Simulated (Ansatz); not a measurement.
How the lattice parameter c of NiGe (model structure, started from the NbAs type, I4₁md, No. 109, 4 atoms in the cell) moves with the method

No measured value is used here.

```tsv
level (code)	value (Å)
PBE (Ansatz)	12.774
PBEsol (Ansatz)	12.643
PBE-D3(BJ) (Ansatz)	12.679
```

PBE, PBEsol, PBE-D3(BJ): the starting moments vanished in the run, and other orders were not tried. Ansatz's density-functional and Hartree–Fock values are scalar-relativistic unless marked +SOC, with PAW data made under PBE.

A model structure was made by putting elements into a prototype or built by hand; it is no filed structure, need not be a known phase, and can be a saddle point held by its symmetry.

Ansatz is a first-principles code.
